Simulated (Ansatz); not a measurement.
KZnF$_{3}$ in the cubic perovskite structure (space group Pm-3m, No. 221)

```xyz
5
Lattice="4.1278 0.0000 0.0000 0.0000 4.1278 0.0000 0.0000 0.0000 4.1278" Properties=species:S:1:pos:R:3 pbc="T T T"
K      0.0000     0.0000     0.0000
Zn     2.0639     2.0639     2.0639
F      0.0000     2.0639     2.0639
F      2.0639     0.0000     2.0639
F      2.0639     2.0639     0.0000
```

Level of theory: Ansatz (a first-principles code), PBE, PAW, cutoff 420 eV, spin-orbit coupling left out, earlier PAW set. Γ-centred 8×8×8 mesh, Fermi–Dirac width 0.05 eV.

* **Volume per atom**: 14.07 Å³
* **Density**: 3.81 g/cm³
* **Band gap**: 3.71 eV, indirect, R → Γ
* **Electron mass**: 0.44 mₑ
* **Lowest conduction-band minima above the VBM**: Γ 3.71 eV
* **Total energy**: -1457.265 eV/atom (σ→0; compares only within this code and set-up)

Masses are band curvatures over ±0.01 Å⁻¹ around the edge. Stability against distortions was not tested. Many cubic perovskites are stable only at high temperature; tilts and polar distortions were not tested.
